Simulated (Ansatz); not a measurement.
Levels about the gap of amorphous In16Ga8O36 (60 atoms in a cell of 828 Å³, 5.96 g/cm³; zone centre alone, so wide bands show as single levels with stretches between that a denser mesh fills), at the geometry that PBE relaxed, where it gives 0.1 GPa on a denser mesh. The participation number counts the atoms over which a state spreads; weights are charges in smoothed Voronoi cells. The levels come from a single point, so bond lengths are those of that geometry. Method of the levels: PBE, scalar-relativistic without spin-orbit coupling (Ansatz, an electronic-structure program). Sampling: the zone centre alone; Fermi-Dirac width 0.02 eV; no spin polarisation. At PBE the levels at the filled edge of the gap are localised (band-tail or defect states), and the nearest spread-out levels lie 1.0 eV apart at the zone centre.

The cell was made by melting and quenching with the CHGNet potential and then relaxed with DFT. O atoms were pushed apart under 1.9 Å during the dynamics, to hinder bonds among them. It is the lowest in DFT energy of 2 quenches. It is a model cell: composition and starting density were chosen by hand, and all elements were melted together. No dispersion term was used. Its density started from a set value of 5.96 and ended at 5.96 g/cm³. The quench (nominally 88 K/ps over its main leg) was far faster than any real one, so the model tends to hold more defects than a real film. One small periodic cell is one sample of the glass; other quenches scatter about these values. The volume was free in the relaxation, at fixed shape. Stress components on the final sampling reach 2.2 GPa.

| E - E(highest filled), eV | filling | participation number | largest on | weight O | weight In | weight Ga |
|---|---|---|---|---|---|---|
| -0.37 | filled | 16.3 | O, 3 neighbours | 0.95 | 0.04 | 0.02 |
| -0.34 | filled | 9.5 | O, 3 neighbours | 0.95 | 0.04 | 0.01 |
| -0.28 | filled | 12.4 | O, 3 neighbours | 0.94 | 0.05 | 0.01 |
| -0.26 | filled | 13.1 | O, 4 neighbours | 0.94 | 0.05 | 0.01 |
| -0.22 | filled | 7.7 | O, 3 neighbours | 0.95 | 0.04 | 0.01 |
| -0.05 | filled | 8.8 | O, 4 neighbours | 0.95 | 0.04 | 0.01 |
| 0.00 | filled | 6.3 | O, 3 neighbours | 0.95 | 0.03 | 0.01 |
| 0.72 | empty | 54.3 | In, 4 neighbours | 0.54 | 0.36 | 0.11 |
| 3.44 | empty | 10.6 | In, 4 neighbours | 0.56 | 0.40 | 0.03 |
| 3.57 | empty | 28.0 | In, 5 neighbours | 0.57 | 0.37 | 0.06 |
| 3.64 | empty | 29.0 | In, 5 neighbours | 0.59 | 0.38 | 0.03 |
| 3.83 | empty | 32.7 | In, 6 neighbours | 0.61 | 0.28 | 0.11 |
| 3.92 | empty | 27.4 | In, 5 neighbours | 0.60 | 0.35 | 0.06 |
| 4.19 | empty | 33.1 | In, 5 neighbours | 0.53 | 0.38 | 0.09 |

Most localised among these is the filled level at +0.00 eV, on a O atom, which has 3 neighbours (In 2.10 Å, In 2.15 Å, In 2.17 Å).
